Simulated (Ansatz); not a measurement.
**How far to go with shifted k-point meshes: CuPd (P4mm, 2 atoms in the cell)**

```yaml
crystal:
  lattice:
    - [2.96552, 0.00000, 0.00000]
    - [0.00000, 2.96552, 0.00000]
    - [0.00000, 0.00000, 2.96552]
  atoms:
    - { symbol: Cu, position: [0.00000, 0.00000, 0.01686] }
    - { symbol: Pd, position: [0.50000, 0.50000, 0.50000] }
```

Level of theory: PBEsol, default PAW files made with PBE (plane waves; Ansatz, an electronic-structure program).

Base settings: basis.ecutwfc = 420 eV; kpoints.mp_grid.grid = 11 11 11; hamiltonian.xc = pbesol; hamiltonian.pseudopotentials = {kind: paw} (the program's default PAW files); scf.occupations.method = gaussian; scf.occupations.width = 0.1 eV.

In this ladder: kpoints.mp_grid.shift = 0.5 0.5 0.5.

Only quantities that move along the ladder and can be compared are tabulated.

The count of work is k-points × plane waves × bands × iterations; it is no time. Core times come from one kind of shared machine, to one figure; runs under 30 s give none.

The starting cell comes from a database of computed structures (which also holds hypothetical and non-ambient phases and stackings), without a prior relaxation at this level. Its lattice was rescaled by up to half a per cent. One atom was moved a little off its site on purpose. Spin polarisation is off. Ansatz's pressure includes its estimate of the finite-basis (Pulay) stress.

```csv
kpoints.mp_grid.grid,free energy less the last step's (meV/atom),pressure (GPa),largest difference of a force vector from the last step's (eV/Å),count of work / last,core time / last (rough)
2 2 2,-349.42,-6.04,0.233,0.00032,–
3 3 3,114.39,0.53,0.001,0.0019,–
4 4 4,-35.44,-1.23,0.009,0.0019,–
5 5 5,-20.60,-0.84,0.014,0.0058,–
6 6 6,13.74,-0.34,0.024,0.0058,–
7 7 7,-1.90,-0.47,0.011,0.013,–
8 8 8,0.53,-0.46,0.009,0.013,–
9 9 9,-3.61,-0.58,0.005,0.024,–
10 10 10,0.80,-0.48,0.001,0.024,–
11 11 11,-0.09,-0.49,0.002,0.041,–
12 12 12,0.40,-0.46,0.004,0.041,–
13 13 13,-0.37,-0.55,0.000,0.064,–
14 14 14,-0.46,-0.50,0.002,0.064,–
16 16 16,0.15,-0.49,0.001,0.094,–
18 18 18,-0.32,-0.50,0.000,0.13,–
19 19 19,0.04,-0.50,0.001,0.18,–
22 22 22,-0.08,-0.50,0.000,0.24,–
24 24 24,0.05,-0.50,0.000,0.30,0.3
27 27 27,-0.03,-0.49,0.000,0.48,0.5
29 29 29,0.01,-0.49,0.000,0.58,0.6
33 33 33,0.01,-0.50,0.000,0.85,0.8
36 36 36,0.00,-0.49,0.000,1.0,1
```

Coarsest kpoints.mp_grid.grid that holds the pressure within 0.5 GPa of the last step, with all finer ones: 5 5 5, at 0.0058 of the last step's count of work; the step before is off by 0.73 GPa.

Coarsest kpoints.mp_grid.grid that holds the forces within 0.02 eV/Å of the last step, with all finer ones: 7 7 7, at 0.013 of the last step's count of work; the step before is off by 0.024 eV/Å.

Coarsest kpoints.mp_grid.grid that holds the free energy within 5 meV/atom of the last step, with all finer ones: 7 7 7, at 0.013 of the last step's count of work; the step before is off by 14 meV/atom.

Keys are those of Ansatz 0.2.
